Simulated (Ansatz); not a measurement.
The starting structures come from a database of crystals and need not be the phases stable at ambient conditions.

## Evanescent states of K$_{2}$NaInF$_{6}$ (Fm-3m, not sure to be the ambient phase, 10 atoms a cell, 16.6 Å³ an atom, -3 GPa at this level) along the normal of (111)

Calculation: PBEsol (plane waves, PAW; Ansatz, a quantum-chemistry and plane-wave program).

No gap correction and no spin-orbit coupling; mid-gap values are interpolated between computed energies.

Energies count from the valence-band top; κ is the least over a 6×6 mesh across the current.

```tsv
E (eV)	κ (1/Å)	where
0.12	0.256	off Γ
0.36	0.371	off Γ
0.60	0.414	Γ
0.84	0.440	Γ
1.08	0.459	Γ
1.32	0.472	Γ
1.56	0.481	Γ
1.80	0.486	Γ
2.04	0.487	Γ
2.28	0.485	Γ
2.52	0.480	Γ
2.76	0.472	Γ
3.00	0.461	Γ
3.24	0.446	Γ
3.48	0.428	Γ
3.72	0.406	Γ
3.96	0.380	Γ
4.20	0.347	Γ
4.44	0.307	Γ
4.68	0.254	Γ
4.92	0.180	Γ
```

**Question.** How thick must the barrier be to attenuate the transmission by 10^4 when the electrodes' Fermi level lies at 0.60 eV, and what attenuation does that film give at 1.80 eV?

**Answer.** d = 4 ln 10 / (2 × 0.414) = 11.1 Å. At 1.80 eV it gives 4 × 0.486/0.414 = 4.7 decades.
